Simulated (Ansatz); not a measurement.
**Computed paths: Pd-vacancy pair in fcc Cu, neutral cell**

Defect migration in fcc Cu: Pd-vacancy pair (Pd on one host Cu site, one Cu site vacant), neutral cell. Calculation: PBE, PAW (plane waves to 420 eV; Ansatz, a quantum-chemistry and plane-wave program).

Settings: 32 host sites, the relaxed PBE lattice, a 2×2×2 k-point mesh shifted by half a step, smearing 0.10 eV, spin-restricted, no image-charge correction. No zero-point or tunnelling terms. Forms of the defect that were not tried may lie lower.

Barriers: single points on a 4×4×4 k-point mesh shifted by half a step at the bands' geometries (they differ from the bands' own by up to 0.22 eV, and are uncertain by about as much).

```tsv
Route	Start site over the lowest site run (eV)	Hop (Å)	Forward barrier (eV)	Backward barrier (eV)	Neighbours at the start	Neighbours at the saddle	Saddle order	Forward, on the band's own sampling (eV)
the Pd atom itself jumps into the vacancy (Pd-vacancy distance between ideal sites 2.57 Å throughout)	0.00	2.36	0.85	0.85	4 Cu at 2.58, 2 Cu at 2.61, 4 Cu at 2.64, Cu at 2.67 Å	4 Cu at 2.46, 4 Cu at 2.81 Å	first order	0.63
```

Paths come from nudged elastic bands with a climbing image.  

The whole set of runs took about 2.3 core-hours (a rough figure).
